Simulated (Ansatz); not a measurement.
Migration barriers: O vacancy in monoclinic HfO2 with all lengths changed by -1 %, charge state +2

Defect: O vacancy in monoclinic HfO2 with all lengths changed by -1 %, charge state +2. Method: PBE, PAW (plane waves to 420 eV; Ansatz, an electronic-structure program).

96-site cell at the strained lattice (strain from the relaxed PBE one, atoms relaxed), the Γ point alone, smearing 0.01 eV, spin-restricted, no finite-size correction. Energies are static. Spin-orbit coupling is left out. The charge state is imposed; whether it is stable for some Fermi level was not computed. Forms of the defect that were not tried may lie lower.

Barriers: single points on a 2×2×2 k-point mesh shifted by half a step at the bands' geometries.

| Route | Start site over the lowest site run (eV) | Hop (Å) | Forward barrier (eV) | Backward barrier (eV) | Neighbours at the start | Neighbours at the saddle | Saddle order | Forward, on the band's own sampling (eV) |
|---|---|---|---|---|---|---|---|---|
| one O atom jumps into the vacancy from a nearby O site | 0.00 | 2.44 | 0.74 | 0.74 | Hf at 2.07, 2 Hf at 2.09; O at 2.52, O at 2.56 Å | Hf at 2.06, Hf at 2.19, Hf at 2.57; 2 O at 2.64, O at 2.66 Å | not checked | 0.75 |
| one O atom jumps into the vacancy from a nearby O site | 0.00 | 1.94 | 0.87 | 0.14 | Hf at 2.09, Hf at 2.13, Hf at 2.34, Hf at 2.36; O at 2.57, O at 2.63, O at 2.65 Å | 2 Hf at 1.98 Å | not checked | 0.85 |
| one O atom jumps into the vacancy from a nearby O site | 0.73 | 1.83 | 0.36 | 0.36 | Hf at 2.08, Hf at 2.14, Hf at 2.30, Hf at 2.56; O at 2.53, O at 2.70 Å | 2 Hf at 1.99 Å | not checked, on a symmetry element | 0.35 |

Paths come from CI-NEB runs. Of the routes that converged and passed our checks, the lowest saddle point lies 0.74 eV above the lowest of the sites run (one O atom jumps into the vacancy from a nearby O site); other sites, such as split forms, and other routes may lie lower. A band can be held on a symmetry element, so unchecked saddle points there may be too high.
